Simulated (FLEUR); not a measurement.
Short convergence ladders for Rh (Fm-3m, 1 atom in the cell)

```xyz
1
Lattice="0.0000 1.9095 1.9095 1.9095 0.0000 1.9095 1.9095 1.9095 0.0000" Properties=species:S:1:pos:R:3 pbc="T T T"
Rh     0.0000     0.0000     0.0000
```

Base method: PBE, all-electron FLAPW (FLEUR), scalar-relativistic valence in FLEUR.

Base settings: Kmax = 4.2 1/bohr; GmaxXC = 16.8 1/bohr; xcFunctional = pbe; jspins = 1; l_soc = F; mode = hist; fermiSmearingEnergy = 0.00367493 Htr; mesh (inpgen div1-3) = 9 9 9; inpgen gamma flag = false; Gmax = 16.8 1/bohr.

Core times come from one kind of shared machine, to one figure; runs under 30 s give none.

**The k-point mesh at a smearing width of 0.05 eV**

In this ladder: fermiSmearingEnergy = 0.00183747 Htr. Moved along: kpt_gamma.

The second cell is the first with its lattice scaled by 0.98.

Only quantities that move along the ladder and can be compared are tabulated.

| kpt_div | free energy less the last step's (meV/atom) | energy of the compressed cell less the first (meV/atom) | core time / last (rough) |
|---|---|---|---|
| 5 5 5 | 141.59 | 77.66 | – |
| 6 6 6 | 79.41 | 71.25 | – |
| 8 8 8 | 29.13 | 67.56 | – |
| 9 9 9 | 7.77 | 63.89 | – |
| 11 11 11 | 7.71 | 65.02 | – |
| 13 13 13 | -1.94 | 63.65 | 0.2 |
| 16 16 16 | -0.11 | 63.61 | 0.2 |
| 24 24 24 | -0.44 | 63.06 | 0.6 |
| 29 29 29 | 0.00 | 63.25 | 1 |

Coarsest kpt_div that holds the energy of the compressed cell less the first within 1 meV/atom of the last step, with all finer ones: 13 13 13, at about 0.2 of the last step's time; the step before is off by 1.8 meV/atom.

Coarsest kpt_div that holds the free energy within 1 meV/atom of the last step, with all finer ones: 16 16 16, at about 0.2 of the last step's time; the step before is off by 1.9 meV/atom.

The energy difference between the two cells stays within 1 meV/atom of the last step's from 13 13 13 on, the total only from 16 16 16 on: much of the error is common to both cells and cancels.

Two neighbours can agree and both be off: 9 9 9 and 11 11 11 differ by 0.06 meV/atom in the free energy, yet lie about 7.7 meV/atom from the last step.

**The width of Gaussian smearing**

In this ladder: mode = gauss; kpt_div = 15 15 15.

Narrow widths need finer meshes than wide ones, so the last steps can hold mesh noise.

Only quantities that move along the ladder and can be compared are tabulated; pressure and forces are left out, as mesh noise rules them at narrow widths.

```csv
fermiSmearingEnergy,total energy (no entropy term) less the last step's (meV/atom)
0.0367493 Htr,321.90
0.0183747 Htr,90.96
0.0110248 Htr,30.07
0.00734986 Htr,11.82
0.00367493 Htr,2.40
0.00183747 Htr,0.00
```

Widest fermiSmearingEnergy that holds the total energy (no entropy term) within 5 meV/atom of the last step, with all finer ones: 0.00367493 Htr; the step before is off by 12 meV/atom.

On the base run: the starting cell has typed, rounded lattice constants, without a prior relaxation at this level. Its lattice was rescaled by up to half a per cent. Spin polarisation is off. Values depend on the basis (sphere radii, cutoffs, local orbitals), which need not be converged.

Left out of this page: 2 runs of the series outside the window shown, repeating another row's setting, or not comparable.
